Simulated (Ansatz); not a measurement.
Pt, response to strain

Take Pt in the fcc (Cu type) structure (space group Fm-3m, No. 225; a = 3.895 Å; relaxed with 0.1 eV smearing) as the base. Axes: x, y, z lie along the cube axes.

Strains are applied to the cell and any free atomic positions relax.

Level of theory: DFT with LDA, PAW potentials and a 420 eV plane-wave cutoff in Ansatz (a quantum-chemistry and plane-wave program), without spin-orbit coupling.

Notes on the quantities. pressure: mean of the normal stresses, compression positive; energy relative to the base: free energy F.

```csv
change,pressure,energy relative to the base,shortest interatomic distance
base,0.0 GPa,0 meV/atom,2.754 Å
uniaxial strain ε_zz = −3.00 %,___,+17 meV/atom,2.713 Å
uniaxial strain ε_zz = −2.50 %,8.3 GPa,+12 meV/atom,2.720 Å
uniaxial strain ε_zz = −2.00 %,6.6 GPa,___,2.727 Å
uniaxial strain ε_zz = −1.50 %,4.8 GPa,___,2.734 Å
uniaxial strain ε_zz = −0.50 %,1.6 GPa,+0.4 meV/atom,2.748 Å
uniaxial strain ε_zz = +1.00 %,-2.9 GPa,+1.7 meV/atom,2.754 Å
uniaxial strain ε_zz = +1.50 %,-4.3 GPa,+3.8 meV/atom,2.754 Å
uniaxial strain ε_zz = +2.50 %,-7.0 GPa,+10 meV/atom,2.754 Å
uniaxial strain ε_zz = +3.00 %,-8.2 GPa,+15 meV/atom,2.754 Å
```

Question: Complete the table.

Answer: 
- uniaxial strain ε_zz = −3.00 %, pressure: 10.2 GPa
- uniaxial strain ε_zz = −2.00 %, energy relative to the base: +7.3 meV/atom
- uniaxial strain ε_zz = −1.50 %, energy relative to the base: +4.1 meV/atom

No phonon test of stability was made. All final runs are without spin polarisation. Pt lies near a magnetic instability that expansion can trigger; it was not tested.
